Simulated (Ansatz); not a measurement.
Amorphous Si30N41Sc, 72 atoms at 2.99 g/cm³, one PBE-relaxed geometry, zone centre. Methods: PBE, scalar-relativistic without spin-orbit coupling (Ansatz, a first-principles code); r2SCAN, scalar-relativistic without spin-orbit coupling (Ansatz); HSE06, scalar-relativistic without spin-orbit coupling (Ansatz). Plane waves to 420 eV (r2SCAN 500 eV); exact exchange is cut at the cell's faces. At PBE the levels at both edges of the gap are localised (band-tail or defect states), and the nearest spread-out levels lie 3.0 eV apart at the zone centre. The higher rungs were started with moments on some atoms, which died out.

The cell was made by melting and quenching with the CHGNet potential and then relaxed with DFT. N atoms were pushed apart under 1.9 Å during the dynamics, to hinder bonds among them. The hot cell started wider than the set density and was brought back towards it in steps. It is the lowest in DFT energy of 2 quenches. It is a model cell: composition and starting density were chosen by hand, and all elements were melted together. No dispersion term was used. Its density started from a set value of 2.98 and ended at 2.99 g/cm³. The quench (nominally 300 K/ps over its main leg) was far faster than any real one, so the model tends to hold more defects than a real film. One small periodic cell is one sample of the glass; other quenches scatter about these values. The volume was held where the preparation left it and the shape relaxed, at a PBE pressure of -0.6 GPa (tension). Stress components on the final sampling reach 0.7 GPa.

The relaxation ran on the zone centre alone. At PBE the gap between localised states is 1.97 eV on a 2×2×2 Γ-centred mesh, and the spacing at the zone centre alone 2.00 eV.

**Question.** What zone-centre spacing does r2SCAN give, roughly?

**Answer.** 2.38 eV (+0.38 eV against PBE).

**Question.** What zone-centre spacing does HSE06 give, roughly?

**Answer.** 3.25 eV (+1.25 eV against PBE).

The highest filled and the lowest empty state spread over these numbers of atoms (participation numbers): PBE: 5.5 and 8.7; r2SCAN: 5.3 and 8.2; HSE06: 5.5 and 7.8.
